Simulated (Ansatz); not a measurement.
The reference is SnSe2 in the CdI2 type structure (space group P-3m1, No. 164; layered, stacked along the Cartesian z axis).

```yaml
crystal:
  lattice:
    - [3.79364, 0.00000, 0.00000]
    - [-1.89682, 3.28539, 0.00000]
    - [0.00000, 0.00000, 5.74382]
  atoms:
    - { symbol: Sn, position: [0.00000, 0.00000, 0.00000] }
    - { symbol: Se, position: [0.33333, 0.66667, 0.27602] }
    - { symbol: Se, position: [0.66667, 0.33333, 0.72398] }
```

Cartesian axes are those of the cell as printed.

Computed with PBEsol-D3(BJ) (Ansatz, a quantum-chemistry and plane-wave program; PAW; 420 eV plane waves; without spin-orbit coupling).

Strains are applied to the cell and any free atomic positions relax.

One change was made to it. Results:

The pressure (mean of the normal stresses, compression positive) goes from zero to -1.6 GPa; the energy grows by 6.9 meV/atom.

Problem. What was done to the base?
(A) uniaxial strain ε_xx = +2.00 %
(B) uniaxial strain ε_xx = −0.50 %
(C) uniaxial strain ε_xx = +3.00 %

Solution. C, uniaxial strain ε_xx = +3.00 %. For comparison, the energy relative to the base in the other runs: uniaxial strain ε_xx = +2.00 % gives +3.2 meV/atom; uniaxial strain ε_xx = −0.50 % gives +0.2 meV/atom.

A case with no gap was solved on a k-mesh chosen for an insulator, which is coarse for it. No phonon test of stability was made. The final runs are not spin-polarised. Gaps under 0.05 eV, about the width of the smearing, are given as zero.
